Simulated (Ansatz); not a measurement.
SnO2: band gap against strain

SnO2 (rutile, P4_2/mnm, 11.858 Å³/atom at rest, c along z) under an equal strain ε along all three axes. LDA in Ansatz, a plane-wave DFT program (PAW, default set), 420 eV, 7×7×10 Γ-centred mesh, Fermi-Dirac smearing 0.05 eV; ions are relaxed within the symmetry of each cell. Gaps are the smallest over the k-mesh and a band path, without spin-orbit coupling; in all rows the valence edge lies at Γ and the conduction edge at Γ.

Here s stands for strain and Eg for gap.

| strain (%) | gap (eV) |
|---|---|
| 0.00 | 1.161 |
| 0.60 | 0.960 |
| 1.20 | 0.766 |
| 1.80 | 0.579 |
| 3.00 | ? |

The 4 complete rows are fitted with a straight line, Eg against s. Means: s 0.90000, Eg 0.8665. About the means, the sum of products is -0.58200 and the sum of squares of s is 1.8000; the slope is their ratio. Least squares gives Eg = 1.1575 - 0.32333·s. Residuals (row less fit): 0.0035, -0.0035, -0.0035, 0.0035; standard error 0.0049 (degrees of freedom: 2). Over these rows the gap moves by -32 ± 0.4 eV per unit strain, or -11 eV per unit of ln V.

Estimate the missing Eg (s = 3.00); what did the run itself give?

Eg = 1.1575 - 0.32333 × 3.0 = 0.1875 eV. The calculation gives 0.228 eV, 0.0405 eV above the prediction (4.3 % of the range of Eg in the table). The row lies outside the fitted rows, so this is an extrapolation. From the scatter of the fitted rows alone, a prediction at this place has a standard error of 0.0095 eV, so the miss is 4.3 times that.

One order more, fitted to all 6 runs of the series, follows each within 0.001, so the miss is the next term of a smooth law. Spin-orbit coupling is left out, which can shift this property for SnO2. Rows are the converged runs of the series near zero and its far end; series whose fitted rows scatter by over a few per cent of the range, as at a crossing or softening among them, aren't shown in this form. Most that stay on the fit to the last digits aren't either.
